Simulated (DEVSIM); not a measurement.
# abrupt Si p-n junction

Device: abrupt Si p-n junction, at 300 K.

| layer (left to right) | material | thickness (μm) | Nd (cm⁻³) | Na (cm⁻³) | τn (s) | τp (s) |
|---|---|---|---|---|---|---|
| 1 | Si | 48.0 | - | 3.4e18 | 3.8e-7 | 3.8e-7 |
| 2 | Si | 23.0 | 4.2e15 | - | 3.8e-7 | 3.8e-7 |

Left contact: ohmic. Right contact: ohmic. Voltage is applied to the left contact. Recombination: SRH at mid-gap, radiative. Mobility is μmin + (μ − μmin)/(1 + (N/Nref)^α).

The device is made up for the run: typed textbook-type constants, with dimensions and the other settings drawn at random. Values at 300 K.

```tsv
parameter	Si
gap (eV)	1.124
affinity (eV)	4.05
permittivity	11.7
Nc (cm⁻³)	2.86e19
Nv (cm⁻³)	3.1e19
μn (cm²/Vs)	1417
μp (cm²/Vs)	470
μn,min	52
μp,min	45
Nref,n	9.7e16
Nref,p	2.2e17
αn	0.68
αp	0.72
B (cm³/s)	4.7e-15
```

Simulated with DEVSIM: 1D drift-diffusion, Boltzmann statistics, complete ionisation; no tunnelling, impact ionisation, image-force lowering or self-heating.

```yaml
potential_step_across_the_device_at_zero_bias: 0.839 V
largest_field_in_the_device_at_zero_bias: 100000 V/cm
Dark forward voltage at 1 A/cm²: 0.631 V
Dark forward voltage at 100 A/cm²: 0.821 V
```

Small-signal capacitance in reverse bias (quasi-static):

```tsv
V (V)	C (nF/cm²)
-0.2	19.5
-0.5	16.9
-1	14.2
-1.5	12.5
-2	11.3
-3	9.64
-4	8.56
-5	7.78
-6.5	6.92
-8	6.30
-10	5.69
```

Dark forward current:

```csv
V (V),J (A/cm²)
0.05,1.8e-8
0.10,6.5e-8
0.15,2.0e-7
0.20,6.1e-7
0.30,7.8e-6
0.35,3.6e-5
0.40,0.00020
0.45,0.0012
0.50,0.0081
0.55,0.054
0.65,1.9
0.70,8.0
0.75,26
0.80,70
0.85,160
0.90,330
1.00,870
1.05,1200
1.10,1600
1.15,2100
```
